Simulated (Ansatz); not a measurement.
## Response to strain in MgO

Base system: MgO in the rock salt structure (space group Fm-3m, No. 225; a = 4.2141 Å). Axes: x, y, z lie along the cube axes.

Strains are applied to the cell and any free atomic positions relax; under biaxial strain the out-of-plane vector relaxes too; under stress the whole cell relaxes.

Levels (all Ansatz, a quantum-chemistry and plane-wave program, PAW): PBEsol (420 eV, no SOC); r2SCAN (500 eV, no SOC); HSE06 (420 eV, no spin-orbit coupling).

Band gaps by level, all at the geometries relaxed with PBEsol:

| case | PBEsol | r2SCAN | HSE06 |
|---|---|---|---|
| base | 4.62 eV | 5.61 eV | 6.47 eV |
| biaxial strain +4.14 %, plane normal [001], relaxed out of plane | 4.02 eV | … | 5.78 eV |
| uniaxial strain ε_zz = −1.75 % | 4.78 eV | 5.78 eV | … |
| strain tensor (xx, yy, zz, yz, xz, xy) = (−0.38, +1.43, +2.80, +0.06, −2.64, +0.56) % | 4.03 eV | … | 5.84 eV |
| tensor shear ε_xy = −0.57 % | 4.58 eV | … | 6.42 eV |
| uniaxial stress, 1 GPa tension along x | 4.59 eV | 5.58 eV | 6.43 eV |

### Question
Complete the table.

### Answer

- biaxial strain +4.14 %, plane normal [001], relaxed out of plane, r2SCAN: 4.98 eV
- uniaxial strain ε_zz = −1.75 %, HSE06: 6.64 eV
- strain tensor (xx, yy, zz, yz, xz, xy) = (−0.38, +1.43, +2.80, +0.06, −2.64, +0.56) %, r2SCAN: 5.00 eV
- tensor shear ε_xy = −0.57 %, r2SCAN: 5.57 eV

Single points use the geometry relaxed with PBEsol. Beyond what the load breaks, stability against distortions was not tested.
